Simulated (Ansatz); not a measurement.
Results of r²SCAN in Ansatz (plane waves, PAW) for WCl₄ (C2/m, No. 12; cell taken from a computed entry).

Settings: plane-wave cutoff 500 eV, 8×8×6 k mesh (along the axes of the cell as run), Fermi–Dirac smearing 0.05 eV, no spin polarisation, scalar-relativistic PAW data made under PBE.

Cell (relaxed at this level):

Space group C2/m (No. 12); a = 12.200 Å, b = 6.465 Å, c = 8.299 Å, α = 90.00°, β = 130.81°, γ = 90.00°

```json
[
 {"atom": "W", "site": "4g", "symmetry": "2", "x": "0.0000", "y": "0.2036", "z": "0.0000"},
 {"atom": "Cl", "site": "4i", "symmetry": "m", "x": "0.1763", "y": "0.5000", "z": "0.1524"},
 {"atom": "Cl", "site": "4i", "symmetry": "m", "x": "0.2116", "y": "0.0000", "z": "0.1828"},
 {"atom": "Cl", "site": "8j", "symmetry": "1", "x": "0.0217", "y": "0.2383", "z": "0.2946"}
]
```
(The calculation used a cell of 10 atoms; values per cell refer to that cell.)

Estimate the band gap that the calculation returns.


* **band gap**: 0.46 eV (on the SCF k mesh)

Note: the cell comes from a level without a dispersion term, which matters for the spacing of layers, chains or molecules; the relaxation could not lower the start's symmetry, so the cell can be a saddle point above a distorted one.

Spin–orbit coupling is not included.

Static lattice: no zero-point or thermal effects.

It cost roughly 5 core-minutes of CPU time.

Ansatz is a program for electronic structure.
